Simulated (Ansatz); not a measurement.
## Wurtzite MgS (model structure)

All values below come from PBEsol in Ansatz (plane waves, PAW).

Numerical settings: plane-wave cutoff 500 eV, 12×12×6 k mesh (along the axes of the cell as run), gaussian smearing 0.02 eV, scalar-relativistic PAW data made under PBE.

Cell (relaxed at this level):

MgS has the hexagonal space group P6₃mc (No. 186), the wurtzite structure, Pearson symbol hP4. Lattice parameters: a = 4.0255 Å, b = 4.0255 Å, c = 6.4254 Å, α = 90.00°, β = 90.00°, γ = 120.00°. Mg on 2b is coordinated by 4 S at 2.445–2.452 Å (tetrahedral). S on 2b is surrounded by 4 Mg at 2.445–2.452 Å (tetrahedral). (Neighbours: up to the widest gap in distance over summed covalent radii, below 1.35, at either atom; cation-cation and far metal-metal contacts left out.)

* **band gap**: 3.31 eV (on the SCF k mesh)

Note: the relaxation could raise the start's symmetry but not lower it, so the cell can be a saddle point.

Static lattice: no zero-point or thermal effects.

Cost on a shared machine: very roughly 30 core-seconds.

A model structure was made by putting elements into a prototype or built by hand; it is no filed structure, need not be a known phase, and can be a saddle point held by its symmetry.

Ansatz is an electronic-structure program.
